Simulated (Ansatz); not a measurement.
Consider GaN in the zinc blende structure (space group F-43m, No. 216).

```yaml
crystal:
  lattice:
    - [0.00000, 2.24908, 2.24908]
    - [2.24908, 0.00000, 2.24908]
    - [2.24908, 2.24908, 0.00000]
  atoms:
    - { symbol: N, position: [0.75000, 0.75000, 0.75000] }
    - { symbol: Ga, position: [0.00000, 0.00000, 0.00000] }
```

Level of theory: Kohn–Sham DFT with the r2SCAN functional, run in Ansatz (a program for electronic structure) with PAW and 500 eV plane waves, scalar-relativistic without spin-orbit coupling, earlier PAW set.

Before the change:

| Quantity | Value |
|---|---|
| Band gap | 2.17 eV |
| Density | 6.11 g/cm³ |

The change: a hydrostatic pressure of 0.7 GPa.

Q: What happens to the band gap and density?

A: The band gap grows by 0.02 eV, from 2.17 eV to 2.19 eV; the density grows by 0.02 g/cm³ (6.11 g/cm³ → 6.13 g/cm³).

Load acts through the strain it causes; cell and atoms are relaxed under it. Whether these cells are dynamically stable was not tested. This is not the structure that GaN has at room temperature and ambient pressure.
